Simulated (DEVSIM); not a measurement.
Device: GaP/Si n-p heterojunction, at 300 K.

```csv
layer (left to right),material,thickness (μm),Nd (cm⁻³),Na (cm⁻³),τn (s),τp (s)
1,GaP,0.510,7e16,-,4.5e-7,1.3e-8
2,Si,0.120,-,1e15,4.5e-7,4.5e-7
```

Left contact: ohmic. Right contact: ohmic. Voltage is applied to the left contact. Recombination: SRH at mid-gap, radiative, Auger. Mobility is μmin + (μ − μmin)/(1 + (N/Nref)^α).

Constants are typed, rounded textbook-type inputs, not results; the design itself was drawn at random and stands for no fabricated device. Values at 300 K.

```tsv
parameter	GaP	Si
gap (eV)	2.26	1.124
affinity (eV)	3.8	4.05
permittivity	11.1	11.7
Nc (cm⁻³)	1.8e19	2.86e19
Nv (cm⁻³)	1.9e19	3.1e19
μn (cm²/Vs)	250	1417
μp (cm²/Vs)	150	470
μn,min	10	52
μp,min	10	45
Nref,n	4.4e18	9.7e16
Nref,p	1e18	2.2e17
αn	0.8	0.68
αp	0.85	0.72
B (cm³/s)	1e-13	4.7e-15
Cn (cm⁶/s)	1e-30	2.8e-31
Cp (cm⁶/s)	1e-30	9.9e-32
```

Model (solved in DEVSIM): 1D drift-diffusion, Boltzmann statistics, complete ionisation; no tunnelling, impact ionisation, image-force lowering or self-heating. Band offsets follow the typed affinities; no thermionic-emission limit at abrupt steps, no polarisation charge.

Problem. Tabulate band edges, carrier densities and field at zero bias.

Solution. Energies count from the Fermi level of the right contact; mesh points crowd at the junctions.

| x (μm) | Ec (eV) | Ev (eV) | n (cm⁻³) | p (cm⁻³) | field (V/cm) |
|---|---|---|---|---|---|
| 0.000 | 0.143 | -2.116 | 7.0e16 | < 1e2 | ≈ 0 |
| 0.004030 | 0.143 | -2.116 | 7.0e16 | < 1e2 | ≈ 0 |
| 0.01074 | 0.143 | -2.116 | 7.0e16 | < 1e2 | ≈ 0 |
| 0.02361 | 0.143 | -2.116 | 7.0e16 | < 1e2 | ≈ 0 |
| 0.05610 | 0.143 | -2.116 | 7.0e16 | < 1e2 | ≈ 0 |
| 0.1063 | 0.143 | -2.116 | 7.0e16 | < 1e2 | ≈ 0 |
| 0.1978 | 0.143 | -2.116 | 7.0e16 | < 1e2 | ≈ 0 |
| 0.3542 | 0.143 | -2.116 | 7.0e16 | < 1e2 | 24 |
| 0.4267 | 0.148 | -2.112 | 6.0e16 | < 1e2 | 2700 |
| 0.4646 | 0.184 | -2.076 | 1.4e16 | < 1e2 | 22000 |
| 0.4873 | 0.259 | -2.001 | 7.9e14 | < 1e2 | 45000 |
| 0.5020 | 0.339 | -1.921 | 3.7e13 | < 1e2 | 62000 |
| 0.5078 | 0.377 | -1.883 | 8.4e12 | < 1e2 | 69000 |
| 0.5111 | 0.149 | -0.975 | 8.9e16 | 1300 | 66000 |
| 0.5176 | 0.191 | -0.933 | 1.8e16 | 6500 | 61000 |
| 0.5273 | 0.249 | -0.875 | 1.9e15 | 63000 | 60000 |
| 0.5429 | 0.343 | -0.781 | 5.0e13 | 2300000 | 60000 |
| 0.5700 | 0.504 | -0.620 | 9.9e10 | 1.2e9 | 59000 |
| 0.6032 | 0.700 | -0.424 | 5.0e7 | 2.3e12 | 59000 |
| 0.6170 | 0.781 | -0.343 | 2200000 | 5.3e13 | 59000 |
| 0.6248 | 0.826 | -0.298 | 370000 | 3.1e14 | 58000 |
| 0.6300 | 0.857 | -0.267 | 120000 | 1.0e15 | 58000 |
